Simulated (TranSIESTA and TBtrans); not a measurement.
## Ga chain with one O atom inserted

Device: Ga chain with one O atom inserted. Leads: straight Ga chain, spacing 2.422 Å. Geometry: 3 atoms about the centre moved by SIESTA (PBE, DZP) to a largest force of 0.04 eV/Å, all others as built, motion along the axis alone.

Computed with TranSIESTA and TBtrans, PBE, SZP numerical orbitals (energy shift 0.15 eV), PseudoDojo norm-conserving scalar-relativistic potentials, mesh cutoff 200 Ry, 300 K, spin-polarised (collinear), no spin-orbit coupling; self-consistent non-equilibrium Green functions.

* **Conductance at 300 K (G0 = 2e²/h)**: 1.22
* **Thermopower (μV/K)**: 2.8
* **Mean T from −0.5 to 0.5 eV**: 0.97

Energies count from the leads' Fermi level. Transmissions are for each spin. The energy step is 0.01 eV; narrower resonances are cut or missed.

```csv
E (eV),T up,T down,lead channels up,down
-2.00,0.25,0.25,1,1
-1.90,0.22,0.22,1,1
-1.80,0.18,0.18,1,1
-1.70,0.14,0.14,1,1
-1.60,0.090,0.090,1,1
-1.50,0.024,0.024,1,1
-1.40,0,0,0,0
-1.30,0,0,0,0
-1.20,0,0,0,0
-1.10,0,0,0,0
-1.00,0,0,0,0
-0.90,0,0,0,0
-0.80,0,0,0,0
-0.70,0.15,0.15,1,1
-0.60,1.00,1.00,1,1
-0.50,0.93,0.93,1,1
-0.40,0.83,0.83,1,1
-0.30,0.76,0.76,band edge,band edge
-0.20,0.90,0.91,3,3
-0.10,1.19,1.20,3,3
0.00,1.23,1.24,3,3
0.10,1.11,1.12,3,3
0.20,0.99,1.00,3,3
0.30,0.91,0.92,3,3
0.40,0.86,0.86,3,3
0.50,0.83,0.83,3,3
0.60,0.82,0.82,3,3
0.70,0.82,0.81,3,3
0.80,0.83,0.82,3,3
0.90,0.84,0.84,3,3
1.00,0.86,0.86,3,3
1.10,0.88,0.88,3,3
1.20,0.91,0.91,3,3
1.30,0.93,0.93,3,3
1.40,0.94,0.95,3,3
1.50,0.96,0.96,3,3
1.60,0.97,0.97,3,3
1.70,0.97,0.98,3,3
1.80,0.98,0.98,3,3
1.90,0.98,0.98,3,3
2.00,0.97,0.97,3,3
```

Moments were seeded on the central atoms alone, and one start was tried. The straight chain is held at its spacing; free chains may zigzag or dimerise.
